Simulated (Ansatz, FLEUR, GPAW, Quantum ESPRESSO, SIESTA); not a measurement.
# Ti2SnC (P6_3/mmc, 8 atoms in the cell) computed with different codes at matched settings

Self-consistent single point, at a second geometry (lattice scaled by 0.98). First geometry:

```
CELL_PARAMETERS angstrom
      3.12262     0.00000     0.00000
     -1.56131     2.70427     0.00000
      0.00000     0.00000    13.48977
ATOMIC_POSITIONS crystal
  Ti 0.33333 0.66667 0.08134
  Ti 0.66667 0.33333 0.91866
  Ti 0.66667 0.33333 0.58134
  Ti 0.33333 0.66667 0.41866
  Sn 0.33333 0.66667 0.75000
  Sn 0.66667 0.33333 0.25000
  C  0.00000 0.00000 0.00000
  C  0.00000 0.00000 0.50000
```

Shared settings, as Ansatz (a first-principles code) writes them: kpoints.mp_grid.grid = 8 8 2; scf.occupations.method = fermi_dirac; scf.occupations.width = 0.05 eV. Potentials and cutoffs stand in the table.

```tsv
code	model	ΔF from the first geometry (meV/atom)	pressure (GPa)	largest force (eV/Å)	cutoff
SIESTA	GGA PBEsol, numerical atomic orbitals DZP, PseudoDojo PBEsol standard norm-conserving potentials (rewritten from UPF to PSML)	43.4	14.92	0.556	grid 400 Ry
GPAW	PBEsol, GPAW PAW datasets PBEsol (made by gpaw-setup)	52.8	–	0.649	950 eV
Ansatz	PBEsol, PAW files made with PBE	49.2	15.85	0.562	default
Quantum ESPRESSO	PBEsol, GBRV 1.5 ultrasoft (PBESOL) pseudopotentials	49.4	14.81	0.562	50 Ry
FLEUR	PBEsol, all-electron FLAPW (FLEUR), scalar-relativistic valence	51.1	–	0.562	Kmax 4.5 1/bohr
```

For Quantum ESPRESSO (by 1.1 GPa) the energy change implies a higher mean pressure, against the two pressures, than for the other programs: a sign of finite-basis (Pulay) stress.

A dash marks a value that a program does not give, or that is left out as unsure.

On Ansatz's run: spin polarisation is off.

The spread over the programs that give each value: ΔF from the first geometry within 9.4 meV/atom; pressure within 1.04 GPa; largest force within 0.093 eV/Å.

SIESTA uses small atom-centred bases, whose incompleteness enters pressures, forces and empty levels differently from a plane-wave cutoff. FLEUR treats all electrons, but the usual bases taken here (sphere radii, linearisation, local orbitals, empty states) were not tested for convergence, so the values are no reference for the others. Ansatz's pressure is given at a fixed set of plane waves, as the other plane-wave codes print theirs; with its correction for the finite basis it is 15.95 GPa. The pressure of GPAW is left out: its cutoff lies under the one at which its stress was checked. In the force vectors, GPAW (by 0.087) lies more than 0.08 eV/Å from the median of the plane-wave programs.

The starting cell comes from a database of computed structures (which also holds hypothetical and non-ambient phases and stackings), without a prior relaxation at this level. Its lattice was rescaled by a random factor within 2.5 % of one. For this run, on top of that: lattice scaled by 0.98.

Keys are those of Ansatz 0.2.
